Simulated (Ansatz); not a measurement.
Monoclinic HfO2 with two Sc and one O vacancy, 48 sites, space group P1.

```xyz
47
Lattice="10.3525 -0.0374 -0.0083 -0.0377 10.4211 0.0011 -0.9051 0.0038 5.2635" Properties=species:S:1:pos:R:3 pbc="T T T"
Sc     0.6394     2.3850     3.6717
Hf     0.7653     7.6207     3.7196
Hf     5.9578     2.4966     3.8532
Hf     5.8726     7.5264     3.6961
Hf     3.1918     2.9024     1.4601
Hf     3.4140     8.0641     1.5432
Sc     8.6674     2.8279     1.5423
Hf     8.6254     7.9602     1.5354
Hf     2.9696     4.9422     4.1330
Hf     2.9258    10.2762     4.1621
Hf     8.1837     4.9420     4.1583
Hf     8.1570    10.1820     4.1245
Hf     1.1666     0.2563     1.0739
Hf     1.1590     5.4746     1.0517
Hf     6.5153     0.0419     0.9484
Hf     6.3576     5.3716     1.1062
O     -0.4772     0.8512     4.4165
O     -0.4661     6.1356     4.4229
O      4.6511     1.0314     4.5776
O      4.6813     6.0384     4.4439
O      4.6957     4.1038     0.6871
O      4.6148     9.6470     0.8791
O      9.8119     4.3509     0.7936
O      9.7528     9.4906     0.7463
O      4.2098     3.4074     3.2455
O      4.1819     8.7380     3.4660
O      9.2831     3.4323     3.4337
O      9.3685     8.6656     3.4166
O     -0.0081     1.7034     1.8037
O      0.0099     6.9736     1.8130
O      7.0423     1.2406     2.5927
O      5.1212     6.8925     1.8100
O      1.3553     3.9345     5.1273
O      1.4134     9.0933     5.1413
O      6.5667     3.8810     5.1915
O      6.5370     9.0383     5.0944
O      2.7757     1.3519     0.1020
O      2.8110     6.5586     0.0942
O      8.0091     1.2843     0.0358
O      7.9045     6.5264     0.1134
O      2.4197     1.2749     2.6842
O      2.3444     6.4980     2.7362
O      7.4880     6.4393     2.7369
O      1.8175     4.0056     2.4828
O      1.8230     9.1778     2.5025
O      6.9207     3.9408     2.5572
O      7.0539     9.0849     2.4745
```

All values below come from PBE (plane waves to 420 eV, PAW; Ansatz, a first-principles code). Spin–orbit coupling is left out; PBE gaps are too small against experiment. Its k-point mesh 2×2×4, Fermi–Dirac width 0.01 eV.

### Question
List the levels next to the gap at Γ of this cell's own (folded) zone, from the top of the valence band (the table ends after a fixed count of bands, which can cut a degenerate set).

### Answer
```
band  E − E_v (eV)
----  ------------
v4          -0.449
v3          -0.352
v2          -0.302
v1           0.000
c1           3.365
c2           3.963
c3           4.346
c4           4.371
```
